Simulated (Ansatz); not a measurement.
An Ansatz (a quantum-chemistry and plane-wave program) run: a single point on CdS with a change (uniaxial strain ε_yy = −1.19 %), its geometry relaxed with PBEsol; r2SCAN (Ansatz; PAW; 500 eV plane waves; spin-orbit coupling left out).

Input:

Ansatz 0.2 input:
```yaml
crystal:
  lattice:
    - [4.1234736233, 0, 0]
    - [-2.0617368116, 3.528537618, 0]
    - [0, 0, 6.7110910063]
  atoms:
    - { symbol: Cd, position: [0.6663832735, 0.3327665471, 0.0001244004] }
    - { symbol: Cd, position: [0.3336167265, 0.6672334529, 0.5001244004] }
    - { symbol: S, position: [0.668789188, 0.3375783761, 0.6250755996] }
    - { symbol: S, position: [0.331210812, 0.6624216239, 0.1250755996] }
basis: { ecutwfc: 500, ecutrho_ratio: 4, xc_grid: 4, fft_grid_basis: typed }
kpoints: { mp_grid: { grid: [9, 9, 5] } }
hamiltonian:
  xc: r2scan
  dispersion: none
  pseudopotentials: { kind: paw }
scf: { occupations: { method: fermi_dirac, width: 0.05 }, convergence: { dr2_threshold: 0.0000000004 } }
output: { forces: true, stress: true }
checkpoint: { write: state.ck, write_every: 1000 }
```

Output (explanatory and most iteration lines left out):

```
Pseudopotential: Cd, paw, valence charge 20
Pseudopotential: S, paw, valence charge 6
Crystal: 4 atoms, lattice volume = 97.645 Å³
Basis set: ecut = 500 eV, 2523 PW (Γ), exchange–correlation on 128×120×200 points (64 copies of the dense FFT grid, shifted against one another)
Bands: 30, of which v1, the nominal top of the filled ones, is band 26 counted from 1 (25 counted from 0)
Symmetry: 4 space group operations
Space group: Cmc21 (ITA 36), of the structure as read, at distance tolerance 4.6e-5 Å
k-points: 75 of 405 (time reversal used)
Functional: x = r2scan, c = r2scan; τ floored in thin density (d = 2e-4 eV/Å³)
SCF iter   1: F=—  HF=-18351.173496 eV  |F-HF|=—  |Δ(HF+E_count)|=         —  Δρ=6.06e-3  dr2=1.91e-2  dr2_τ=3.33e-2  ethr=1.77e-3  ⟨swp⟩=5.9  Hψ=8895  notcnv=0
SCF iter   2: F=—  HF=-18351.197405 eV  |F-HF|=—  |Δ(HF+E_count)|=   2.39e-2  Δρ=3.47e-3  dr2=5.04e-3  dr2_τ=9.42e-4  ethr=3.67e-5  ⟨swp⟩=2.3  Hψ=4596  notcnv=0
SCF 1 converged in 8 iterations: F = -18351.199684 eV  dr2 = 1.39e-10
SCF converged after 8 iterations
Free energy (F): -18351.199684 eV
Internal energy: -18351.199684 eV  (E = F + TS)
E sigma→0 (E₀):  -18351.199684 eV
Fermi energy:    7.774895 eV
--- Forces (eV/Å), atoms counted from 1 ---
  atom   1  Cd     0.00000000     0.00411971    -0.00359750
  atom   2  Cd    -0.00000000    -0.00411971    -0.00359750
  atom   3  S      0.00000000     0.00456580     0.00359372
  atom   4  S     -0.00000000    -0.00456580     0.00359372
--- Stress (GPa, compression-positive) ---
        2.539158       0.000000      -0.000000
        0.000000       2.901140       0.000000
        0.000000       0.000000       2.370768
  P = ⅓ Tr σ = 2.6037 GPa (26.037 kbar)
```

Single points use the geometry relaxed with PBEsol. Stability against distortions was not tested. The cell was made from CdS in the wurtzite structure (space group P6_3mc, No. 186) by this change: uniaxial strain ε_yy = −1.19 %.
